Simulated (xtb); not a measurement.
xtb 6.7.1, GFN2-xTB: Ca(SH)2(NH3)2 ([NH3]->[Ca](<-[NH3])([SH])[SH]), 13 atoms. The geometry is a generated start, not checked to be a minimum at this level.

```json
{
  "run_flags": "--grad",
  "method": "GFN2-xTB",
  "--acc": "1 (default)",
  "--etemp (K)": "300 (default)",
  "basis_functions": "46",
  "valence_electrons": "32"
}
```

```xyz
13

Ca    -0.8037    -0.0755     0.8121
S     -2.4461     1.3382    -0.5908
H     -2.0441     2.5102    -0.1221
S      1.0576    -1.5387     1.8851
H      0.8248    -1.3567     3.1781
N      1.4298     1.4537     0.3803
H      2.0023     0.7530     0.8527
H      1.6685     2.3662     0.7622
H      1.6940     1.4560    -0.6022
N     -0.8179    -1.6108    -1.3940
H     -1.2291    -2.5365    -1.3170
H      0.0836    -1.7103    -1.8529
H     -1.4196    -1.0489    -1.9915
```

One run each on 1 thread. Values of broydamp tried: 0.02, 0.05, 0.1, 0.2, 0.4 (default), 0.6, 0.8, 1.

### Question
Which value of broydamp needs the fewest SCC iterations, and what happens away from it?

### Answer
Fewest SCC iterations, within one of each other: 0.2 with 15, 0.4 (default) with 15. The count rises to 25 at 0.02. All converge to one solution.

```tsv
broydamp	SCC iterations	end
0.02	25	same solution
0.05	21	same solution
0.1	17	same solution
0.2	15	same solution
0.4 (default)	15	same solution
0.6	17	same solution
0.8	17	same solution
1	17	same solution
```
